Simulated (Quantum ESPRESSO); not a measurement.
A working Quantum ESPRESSO input for La3Se4 (I-43d, 14 atoms in the cell) (DFT, LDA (PZ), plane waves, GBRV 1.5 ultrasoft (LDA) pseudopotentials):

```fortran
&control
 calculation = 'scf'
 prefix = 'scf'
 outdir = './tmp/'
 pseudo_dir = './'
 tprnfor = .true.
 tstress = .true.
/
&system
 ibrav = 0
 nat = 14
 ntyp = 2
 ecutwfc = 40
 ecutrho = 200
 occupations = 'smearing'
 smearing = 'gauss'
 degauss = 0.0147
/
&electrons
 conv_thr = 1.0d-9
/
ATOMIC_SPECIES
La   138.9055  la_lda_v1.uspp.F.UPF
Se    78.9710  se_lda_v1.uspp.F.UPF
ATOMIC_POSITIONS crystal
La    0.8750000000    0.2500000000    0.1250000000
La    0.7500000000    0.3750000000    0.6250000000
La    0.6250000000    0.7500000000    0.3750000000
La    0.2500000000    0.1250000000    0.8750000000
La    0.1250000000    0.8750000000    0.2500000000
La    0.3750000000    0.6250000000    0.7500000000
Se    0.5000000000    0.0000000000    0.6492400000
Se    0.0000000000    0.1492400000    0.5000000000
Se    0.8507600000    0.8507600000    0.8507600000
Se    0.1492400000    0.5000000000    0.0000000000
Se    0.0000000000    0.6492400000    0.5000000000
Se    0.5000000000    0.0000000000    0.1492400000
Se    0.6492400000    0.5000000000    0.0000000000
Se    0.3507600000    0.3507600000    0.3507600000
K_POINTS automatic
5 5 5  0 0 0
CELL_PARAMETERS angstrom
  -4.5477400000     4.5477400000     4.5477400000
   4.5477400000    -4.5477400000     4.5477400000
   4.5477400000     4.5477400000    -4.5477400000
```

The run converged in 10 iterations: free energy E − TS -13073.5744 eV; Fermi level (on the code's own zero) 10.84 eV; pressure -4.68 GPa; largest force (vector length) 0.046 eV/Å. Each of these slips is then made, one at a time:

(1)
```diff
+ tot_charge = 1
```

(2)
```diff
- nat = 14
+ nat = 13
```

Problem. How does each altered input end?

Solution. 
(1) An unintended net charge. The run converged in 11 iterations without an error; against the sound input the pressure goes from -4.68 to -10.18 GPa and the largest force goes from 0.046 to 0.039 eV/Å. The full log also holds: “c_bands:  5 eigenvalues not converged”.

(2) An atom count that does not match the list of atoms. The run converged in 14 iterations without an error; against the sound input the pressure goes from -4.68 to -5.51 GPa and the largest force goes from 0.046 to 0.434 eV/Å. The full log also holds: “Warning: card SE    0.3507600000    0.3507600000    0.3507600000 ignored”.

The starting cell comes from a database of computed structures (which also holds hypothetical and non-ambient phases and stackings), without a prior relaxation at this level. In the base run, with a pressure of about -5 GPa the cell is away from its equilibrium volume at this level.

Left out of this page: 3 runs of the series outside the window shown, repeating another row's setting, or not comparable.
